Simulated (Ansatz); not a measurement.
```xyz
12
Lattice="3.8679 0.0000 0.0000 -1.9339 3.3497 0.0000 0.0000 0.0000 20.0777" Properties=species:S:1:pos:R:3 pbc="T T T"
Si     0.0000     0.0000    -0.0126
Si     0.0000     0.0000     2.3470
Ge     0.0000     2.2331     3.1880
Ge     0.0000     2.2331     5.6702
Ge     1.9339     1.1166     6.5801
Ge     1.9339     1.1166     9.0546
Ge     0.0000     0.0000     9.9673
Ge     0.0000     0.0000    12.4448
Ge     0.0000     2.2331    13.3575
Ge     0.0000     2.2331    15.8321
Ge     1.9339     1.1166    16.7419
Ge     1.9339     1.1166    19.2241
```

Computed with PBE (plane waves to 420 eV, PAW; Ansatz, an electronic-structure program). Spin–orbit coupling is left out; PBE gaps are too small against experiment. Its k-point mesh 9×9×2, Fermi–Dirac width 0.01 eV.

Task: This cell holds two materials in layers. Name them, and give its gap.

Result: A (111) superlattice of 1 double layers of Si and 5 of Ge (both in the zinc blende type), in-plane lattice that of Si; the cell holds Si2Ge10.
- strain of bulk Ge held on this lattice, in plane and along the normal: -5.05 %, then +1.95 %
- PBE gap of the superlattice over the mesh and listed points off it: closed, bands overlapping by 0.1 eV
